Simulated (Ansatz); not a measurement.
**Short convergence ladders for LaPt (Cm, 4 atoms in the cell)**

```
CELL_PARAMETERS angstrom
      2.00247    -5.61083     0.00000
      2.00247     5.61083     0.00000
      0.00000     0.00000     4.56904
ATOMIC_POSITIONS crystal
  La 0.86438 0.13562 0.76094
  La 0.13562 0.86438 0.25000
  Pt 0.59120 0.40880 0.75000
  Pt 0.40880 0.59120 0.25000
```

Base method: LDA (PW92), default PAW files made with PBE (plane waves; Ansatz, an electronic-structure program).

Base settings: basis.ecutwfc = 420 eV; kpoints.mp_grid.grid = 7 7 5; hamiltonian.xc = lda; hamiltonian.pseudopotentials = {kind: paw} (the program's default PAW files); scf.occupations.method = gaussian; scf.occupations.width = 0.1 eV.

The count of work is k-points × plane waves × bands × iterations; it is no time. Core times come from one kind of shared machine, to one figure; runs under 30 s give none.

**The k-point mesh**

Only quantities that move along the ladder and can be compared are tabulated.

```tsv
kpoints.mp_grid.grid	free energy less the last step's (meV/atom)	pressure (GPa)	largest difference of a force vector from the last step's (eV/Å)	count of work / last	core time / last (rough)
2 2 1	-221.40	-9.79	0.480	0.013	–
2 2 2	-52.34	-7.33	0.382	0.020	–
3 3 2	-15.90	-6.80	0.149	0.030	–
4 4 3	-7.73	-6.60	0.076	0.057	–
5 5 4	8.37	-6.66	0.024	0.11	–
7 7 5	0.61	-6.87	0.041	0.24	–
7 7 6	0.36	-6.85	0.037	0.29	0.3
8 8 7	-0.05	-6.82	0.004	0.43	0.3
11 11 9	0.00	-6.81	0.000	1.0	1
```

Coarsest kpoints.mp_grid.grid that holds the pressure within 0.1 GPa of the last step, with all finer ones: 7 7 5, at 0.24 of the last step's count of work; the step before is off by 0.15 GPa.

Coarsest kpoints.mp_grid.grid that holds the free energy within 0.5 meV/atom of the last step, with all finer ones: 7 7 6, at 0.29 of the last step's count of work and about 0.3 of the last step's time; the step before is off by 0.61 meV/atom.

Coarsest kpoints.mp_grid.grid that holds the forces within 0.02 eV/Å of the last step, with all finer ones: 8 8 7, at 0.43 of the last step's count of work and about 0.3 of the last step's time; the step before is off by 0.037 eV/Å.

**The k-point mesh at a smearing width of 0.05 eV**

In this ladder: scf.occupations.width = 0.05 eV.

The second cell is the first with its lattice scaled by 0.98.

Only quantities that move along the ladder and can be compared are tabulated.

```tsv
kpoints.mp_grid.grid	free energy less the last step's (meV/atom)	energy of the compressed cell less the first (meV/atom)	pressure (GPa)	largest difference of a force vector from the last step's (eV/Å)	count of work / last
3 3 3	29.63	-38.80	-6.54	0.160	0.029
4 4 3	-9.11	-38.86	-6.60	0.068	0.043
5 5 4	7.15	-39.78	-6.66	0.027	0.083
7 7 6	-0.81	-42.04	-6.87	0.037	0.22
10 10 8	0.15	-41.34	-6.78	0.020	0.57
12 12 10	0.00	-41.75	-6.82	0.000	1.0
```

Coarsest kpoints.mp_grid.grid that holds the forces within 0.01 eV/Å: not settled: the last two steps still differ by 0.020 eV/Å, over half the tolerance, so the ladder does not show it.

Coarsest kpoints.mp_grid.grid that holds the pressure within 0.2 GPa of the last step, with all finer ones: 5 5 4, at 0.083 of the last step's count of work; the step before is off by 0.22 GPa.

Coarsest kpoints.mp_grid.grid that holds the free energy within 2 meV/atom of the last step, with all finer ones: 7 7 6, at 0.22 of the last step's count of work; the step before is off by 7.1 meV/atom.

Two neighbours can agree and both be off: 3 3 3 and 4 4 3 differ by 0.06 meV/atom in the energy of the compressed cell less the first, yet lie about 2.9 meV/atom from the last step.

**The mesh under tetrahedron occupations**

In this ladder: scf.occupations.method = tetrahedron; scf.occupations.width = default.

Only quantities that move along the ladder and can be compared are tabulated.

```tsv
kpoints.mp_grid.grid	free energy less the last step's (meV/atom)	pressure (GPa)	largest difference of a force vector from the last step's (eV/Å)	count of work / last	core time / last (rough)
4 4 3	-5.68	-6.60	0.055	0.018	–
5 5 4	4.35	-6.68	0.054	0.035	–
6 6 5	0.39	-6.82	0.040	0.067	–
9 9 7	-1.17	-6.85	0.012	0.17	0.2
13 13 11	0.12	-6.82	0.007	0.52	0.4
16 16 14	0.00	-6.81	0.000	1.0	1
```

Coarsest kpoints.mp_grid.grid that holds the pressure within 0.2 GPa of the last step, with all finer ones: 5 5 4, at 0.035 of the last step's count of work; the step before is off by 0.22 GPa.

Coarsest kpoints.mp_grid.grid that holds the free energy within 1 meV/atom of the last step, with all finer ones: 13 13 11, at about 0.4 of the last step's time; the step before is off by 1.2 meV/atom.

On the base run: the starting cell comes from a database of computed structures (which also holds hypothetical and non-ambient phases and stackings), without a prior relaxation at this level. Its lattice was rescaled by up to half a per cent. One atom was moved a little off its site on purpose. Spin polarisation is off. In the base run, with a pressure of about -7 GPa the cell is away from its equilibrium volume at this level. Ansatz's pressure includes its estimate of the finite-basis (Pulay) stress.

Keys are those of Ansatz 0.2.
